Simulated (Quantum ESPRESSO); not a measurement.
## Convergence study of the SCF threshold for SnO (P4mm, 4 atoms in the cell)

```xyz
4
Lattice="3.7810 0.0000 0.0000 0.0000 3.7810 0.0000 0.0000 0.0000 4.8158" Properties=species:S:1:pos:R:3 pbc="T T T"
Sn     1.8905     0.0000     3.7196
Sn     0.0000     1.8905     1.1462
O      1.8905     1.8905     0.0000
O      0.0000     0.0000     0.0000
```

Computed with PBEsol, GBRV 1.5 ultrasoft (PBESOL) pseudopotentials (plane waves; Quantum ESPRESSO 7.5).

Base settings: ecutwfc = 40 Ry; ecutrho = 200 Ry; occupations = smearing; smearing = fermi-dirac; degauss = 0.00147 Ry; potentials = {Sn: sn_pbesol_v1.4.uspp.F.UPF, O: o_pbesol_v1.2.uspp.F.UPF}; K_POINTS = automatic 5 5 3 0 0 0; conv_thr = 1e-11 Ry; mixing_beta = 0.4.

The mesh stays at the base's, so the ladder's end is converged at best in this setting alone.

Only quantities that move along the ladder and can be compared are tabulated.

The count of work is k-points × plane waves × bands × iterations; it is no time. 

The starting cell has typed, rounded lattice constants, without a prior relaxation at this level. Its lattice was rescaled by up to half a per cent. One atom was moved a little off its site on purpose. In the base run, with a pressure of about 4 GPa the cell is away from its equilibrium volume at this level. In the base run, forces exceed 1 eV/Å. Another mesh or the band path of this cell gives a smaller gap, so this value is not converged in the mesh.

```tsv
conv_thr	free energy less the last step's (meV/atom)	pressure (GPa)	largest difference of a force vector from the last step's (eV/Å)	gap on the mesh (eV)	count of work / last
0.0073 Ry	4.24	53.73	2.761	0.612	0.21
0.00073 Ry	0.06	4.75	0.137	0.566	0.32
7.3e-05 Ry	0.06	4.75	0.137	0.566	0.32
7.3e-06 Ry	0.01	6.15	0.156	0.561	0.42
7.3e-07 Ry	0.00	3.80	0.036	0.560	0.47
7.3e-08 Ry	0.00	3.39	0.010	0.560	0.53
7.3e-09 Ry	0.00	3.53	0.003	0.560	0.58
7.3e-10 Ry	0.00	3.55	0.000	0.560	0.74
1e-11 Ry	0.00	3.55	0.000	0.560	0.74
7.3e-12 Ry	0.00	3.55	0.000	0.560	0.84
7.3e-14 Ry	0.00	3.55	0.000	0.560	1.0
```

Coarsest conv_thr that holds the pressure within 0.5 GPa of the last step, with all finer ones: 7.3e-07 Ry; the step before is off by 2.6 GPa.

Coarsest conv_thr that holds the free energy within 2 meV/atom of the last step, with all finer ones: 0.00073 Ry, at 0.32 of the last step's count of work; the step before is off by 4.2 meV/atom.

Coarsest conv_thr that holds the gap on the mesh within 0.01 eV of the last step, with all finer ones: 0.00073 Ry, at 0.32 of the last step's count of work; the step before is off by 0.052 eV.

Two neighbours can agree and both be off: 0.00073 Ry and 7.3e-05 Ry differ by 0.00 GPa in the pressure, yet lie about 1.2 GPa from the last step.
